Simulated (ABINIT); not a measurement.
## Several settings converged on CoSi2 (I4mm, 3 atoms in the cell)

```
CELL_PARAMETERS angstrom
      0.00000     2.67196     2.67196
      2.67196     0.00000     2.67196
      2.67196     2.67196     0.00000
ATOMIC_POSITIONS crystal
  Co 0.00936 0.00936 0.99064
  Si 0.25000 0.25000 0.25000
  Si 0.75000 0.75000 0.75000
```

Base method: PBEsol, norm-conserving pseudopotentials (PseudoDojo nc-sr-04 PBEsol standard) (plane waves; ABINIT 10.0.3).

Base settings: pseudos = [Co.upf, Si.upf]; ecut = 48 Ha; occopt = 3; tsmear = 0.1 eV; ngkpt = 5 5 5; nshiftk = 1; shiftk = 0 0 0; potentials = PseudoDojo nc-sr-04 PBEsol standard; nband = 18; kptopt = 1.

The count of work is k-points × plane waves × bands × iterations; it is no time. Core times come from one kind of shared machine, to one figure; runs under 30 s give none.

**The k-point mesh**

The second cell is the first with its lattice scaled by 0.98.

Only quantities that move along the ladder and can be compared are tabulated.

| ngkpt | free energy less the last step's (meV/atom) | energy of the compressed cell less the first (meV/atom) | pressure (GPa) | largest difference of a force vector from the last step's (eV/Å) | count of work / last | core time / last (rough) |
|---|---|---|---|---|---|---|
| 2 2 2 | 207.58 | -3.98 | -6.81 | 0.202 | 0.061 | – |
| 3 3 3 | 46.31 | 11.61 | -3.46 | 0.006 | 0.20 | – |
| 4 4 4 | -4.86 | 11.66 | -3.42 | 0.003 | 0.40 | 0.4 |
| 5 5 5 | 4.79 | 14.50 | -2.83 | 0.002 | 0.60 | 1 |
| 6 6 6 | 0.00 | 13.28 | -3.06 | 0.000 | 1.0 | 1 |

Coarsest ngkpt that holds the free energy within 2 meV/atom: not settled: the last two steps still differ by 4.8 meV/atom, over half the tolerance, so the ladder does not show it.

Coarsest ngkpt that holds the forces within 0.01 eV/Å of the last step, with all finer ones: 3 3 3, at 0.20 of the last step's count of work; the step before is off by 0.20 eV/Å.

Coarsest ngkpt that holds the pressure within 1 GPa of the last step, with all finer ones: 3 3 3, at 0.20 of the last step's count of work; the step before is off by 3.7 GPa.

Two neighbours can agree and both be off: 3 3 3 and 4 4 4 differ by 0.05 meV/atom in the energy of the compressed cell less the first, yet lie about 1.6 meV/atom from the last step.

**The SCF threshold**

The mesh stays at the base's, so the ladder's end is converged at best in this setting alone.

Only quantities that move along the ladder and can be compared are tabulated.

```tsv
toldfe	pressure (GPa)	largest difference of a force vector from the last step's (eV/Å)	count of work / last	core time / last (rough)
0.0037 Ha	-1.63	0.020	0.32	0.4
3.7e-05 Ha	-2.82	0.001	0.36	0.4
1e-09 Ha	-2.83	0.000	0.52	0.9
3.7e-14 Ha	-2.83	0.000	1.0	1
```

Coarsest toldfe that holds the pressure within 0.05 GPa of the last step, with all finer ones: 3.7e-05 Ha, at 0.36 of the last step's count of work and about 0.4 of the last step's time; the step before is off by 1.2 GPa.

Coarsest toldfe that holds the forces within 0.005 eV/Å of the last step, with all finer ones: 3.7e-05 Ha, at 0.36 of the last step's count of work and about 0.4 of the last step's time; the step before is off by 0.020 eV/Å.

On the base run: the starting cell has typed, rounded lattice constants, without a prior relaxation at this level. Its lattice was rescaled by up to half a per cent. One atom was moved a little off its site on purpose. Spin polarisation is off. Without a gap this mesh is coarse (it stands for a supercell whose shortest vector is 19 Å).
